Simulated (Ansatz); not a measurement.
The starting structures come from a database of crystals and need not be the phases stable at ambient conditions.

By PBEsol, the system below comes out a metal.

Without scattering a metal conducts by its projected Fermi surface.

```
CELL_PARAMETERS angstrom
      2.63740     0.00000     0.00000
     -1.31870     2.28406     0.00000
      1.31870     0.76135     2.19738
ATOMIC_POSITIONS crystal
  Rh 0.00000 0.00000 0.00000
```

The cell is strained (lengths across the current scaled by 0.98, ions clamped); by PBEsol it stands under a pressure of 6.4 GPa.

The current flows along the normal of the first two printed cell vectors, the (111) (indices of the unstrained crystal) plane of the conventional cell. No spin-orbit coupling; the value is a mean over 0.1 eV about the Fermi level.

Give the ballistic conductance per area that Ansatz (a first-principles code) with PBEsol yields.

2.2 × 10¹⁵ S/m² for both spins.
